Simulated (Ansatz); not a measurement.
The parent structure is WSe2 in the 2H-MoS2 type structure (space group P6_3/mmc, No. 194; a = 3.2305 Å, c = 12.4113 Å; layered, stacked along the Cartesian z axis).

Perturbation: a free-standing slab of 1 layer (3 atoms, 3 a layer) is cut normal to the stacking axis, with 15 Å of vacuum and the in-plane cell relaxed.

Levels (all Ansatz, a first-principles code, PAW): PBEsol-D3(BJ) (420 eV, scalar-relativistic without spin-orbit coupling); r2SCAN (500 eV, no SOC).

The geometry is relaxed with PBEsol-D3(BJ).

PBEsol-D3(BJ) lowest conduction level above the VBM at special points: K 1.81 eV; M 2.65 eV; Γ 3.15 eV
PBEsol-D3(BJ) hole mass: 0.45 mₑ (at K)
PBEsol-D3(BJ) gap character: indirect, K → K–Γ (47 % along)

Problem. What does r2SCAN give at this geometry for the lowest conduction level above the VBM at special points, hole mass and gap character?

Solution. The lowest conduction level above the VBM at special points becomes K 1.94 eV; M 2.80 eV; Γ 3.30 eV (PBEsol-D3(BJ): K 1.81 eV; M 2.65 eV; Γ 3.15 eV); the hole mass (in plane) goes from 0.45 mₑ (at K) to 0.44 mₑ (at K); the gap character remains indirect, K → K–Γ (47 % along).

Single points use the geometry relaxed with PBEsol-D3(BJ). With W present, leaving out spin-orbit coupling can change the band edges. Masses are band curvatures over ±0.01 Å⁻¹ around the edge. Whether these cells are dynamically stable was not tested. Labels are those of the standard path for the cell's own space group.
